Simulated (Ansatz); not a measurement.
NiO2 (R-3m, No. 166, 3 atoms in the cell; start mp-35925)

These are PBEsol in Ansatz (PAW) values and carry that method's errors.

Numerical settings: plane-wave cutoff 520 eV, 14×14×14 k mesh, Fermi–Dirac smearing 0.01 eV, no spin polarisation, scalar-relativistic PAW data made under PBE.

Cell (relaxed at this level):

```xyz
3
Lattice="1.3916 0.8035 5.5698 -1.3916 0.8035 5.5698 0.0000 -1.6069 5.5698" Properties=species:S:1:pos:R:3 pbc="T T T"
Ni     0.0000     0.0000     0.0000
O      0.0000     0.0000    10.2060
O      0.0000     0.0000     6.5032
```

```yaml
band_gap: 1.18 eV (indirect)
smallest_direct_gap_on_the_k_points_sampled: 1.43 eV
"Γ–Γ gap": 2.59 eV
```

Note: the cell has widely spaced layers and the level no dispersion term, so their spacing and the moduli can rest on weak binding.

Static lattice: no zero-point or thermal effects.

A start named mp-… is a Materials Project structure, which need not be a measured phase.

Ansatz is an electronic-structure program.
